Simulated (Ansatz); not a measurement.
## OH on the 1x1 (101) surface of anatase TiO2 (cut with top plane O), one in a 2x1 cell, started at the site 'bridge O-O (span 2.8 Å)'

Host crystal: anatase TiO2, with a band gap (PBE, scalar-relativistic without spin-orbit coupling).

These are r2SCAN, at the PBE geometry and the start's symmetry (plane waves to 500 eV, PAW; Ansatz, an electronic-structure program) values and carry that method's errors.

Set-up: 38 atoms, 9.4 Å thick at the start under the adsorbate (thin: gaps and levels are the slab's own); mesh 3x4x1; 0.01 eV smearing; dipole correction on; single point; no symmetry held, on the structure that PBE left; spin-polarised, ending with about 1.0 μB a cell; orders that need a larger cell were not tried, no spin-orbit, no U, no dispersion correction. The program's check for a lower electronic state was not made. At the end it is bonded to Ti. In PBE this state lies 0.06 eV over the lowest of the starts that converged ('top O #2').

| Quantity | Value |
|---|---|
| adsorption energy against H2O(g) − ½ H2(g) at the same level | 2.17 eV |
| gap of the slab on its k-mesh | 1.37 eV |
| highest filled level below the top vacuum level | 7.30 eV |
| change of the step from the bottom to the top vacuum level, against the clean slab | -0.53 eV |
| height of the binding atom over the mean of the host atoms within 0.3 Å of the top one | 1.247 Å |
| magnetic moment of the cell | 1.00 μB |
| nearest host atoms of the binding atom | Ti at 2.07 Å, O at 2.16 Å, O at 2.74 Å |
| note | in the relaxation the adsorbate left its starting site by 1.0 Å |
| cost | around 10 core-minutes (rough) |

A negative adsorption energy means that the adsorbate is more stable on the surface than in its reference.
